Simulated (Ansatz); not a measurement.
## CdIn2Se4: pressure 0.9 GPa

Consider CdIn2Se4 (space group P-42m, No. 111; a = 5.7797 Å, c = 5.9145 Å; a cell from a computed database, its experimental status unchecked).

Perturbation: a hydrostatic pressure of 0.9 GPa.

The values are results of Kohn–Sham DFT with the PBEsol functional, run in Ansatz (a first-principles code) with PAW and 420 eV plane waves, without spin-orbit coupling, not measurements. Settings: 6×6×6 k-points, 0.05 eV Fermi–Dirac smearing.

| quantity | base | changed | shift |
|---|---|---|---|
| volume per atom | 28.23 Å³ | 27.50 Å³ | -0.73 Å³ |
| lattice parameter a | 5.780 Å | 5.741 Å | -0.039 Å |
| c/a ratio | 1.023 | 1.017 | -0.006 |
| shortest interatomic distance | 2.607 Å | 2.598 Å | -0.009 Å |
| enthalpy H = E + PV relative to the base's energy | – | +0.16 eV/atom | – |
| band gap | 0.88 eV | 0.90 eV | +0.029 eV |
| smallest direct gap | 0.89 eV | 0.93 eV | +0.04 eV |
| width of the top valence band | 0.75 eV | 0.74 eV | -0.004 eV |
| electron mass | 0.10 mₑ along c, 0.12 mₑ across (at Γ) | 0.10 mₑ along c, 0.12 mₑ across (at Γ) | – |
| valley order (the lowest conduction-band minima on the path, energy above the VBM, named in the base's zone) | Γ 0.88 eV; A (1/2, 1/2, 1/2) 1.66 eV | Γ 0.90 eV; A (1/2, 1/2, 1/2) 1.68 eV | – |

Final structure:

```yaml
crystal:
  lattice:
    - [5.74079, 0.00000, 0.00000]
    - [0.00000, 5.74079, 0.00000]
    - [0.00000, 0.00000, 5.84056]
  atoms:
    - { symbol: Cd, position: [0.00000, 0.00000, 0.00000] }
    - { symbol: In, position: [0.50000, 0.00000, 0.50000] }
    - { symbol: In, position: [0.00000, 0.50000, 0.50000] }
    - { symbol: Se, position: [0.72078, 0.27922, 0.77464] }
    - { symbol: Se, position: [0.27922, 0.27922, 0.22536] }
    - { symbol: Se, position: [0.27922, 0.72078, 0.77464] }
    - { symbol: Se, position: [0.72078, 0.72078, 0.22536] }
```

Load acts through the strain it causes; cell and atoms are relaxed under it. Masses are band curvatures over ±0.01 Å⁻¹ around the edge. Whether these cells are dynamically stable was not tested.
